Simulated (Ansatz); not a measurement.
Results of r²SCAN (Ansatz, a program for electronic structure, plane waves, PAW) for cubic perovskite CsPbBr3 (cubic high-temperature phase).

Settings: plane-wave cutoff 600 eV, 4×4×4 k mesh, scalar-relativistic PAW data made under PBE.

Cell (relaxed at this level):

```
CELL_PARAMETERS angstrom
      5.94464     0.00000     0.00000
      0.00000     5.94464     0.00000
      0.00000     0.00000     5.94464
ATOMIC_POSITIONS crystal
  Cs 0.00000 0.00000 0.00000
  Pb 0.50000 0.50000 0.50000
  Br 0.50000 0.00000 0.50000
  Br 0.00000 0.50000 0.50000
  Br 0.50000 0.50000 0.00000
```

Estimate the Young modulus, polycrystal shear modulus (Hill average), elastic constant C44, elastic constant C11, Poisson ratio and elastic constant C12 that the calculation returns.


- Young modulus: 24.2 GPa
- polycrystal shear modulus (Hill average): 9.22 GPa
- elastic constant C44: 4.76 GPa
- elastic constant C11: 50.1 GPa
- Poisson ratio: 0.310
- elastic constant C12: 6.79 GPa

Note: the relaxation could not lower the start's symmetry, so the cell can be a saddle point above a distorted one.

Elastic constants are with the ions relaxed.

Spin–orbit coupling is not included; it can shift volumes and moduli of such heavy elements.

Static lattice: no zero-point or thermal effects.

The result took roughly 5 core-minutes.
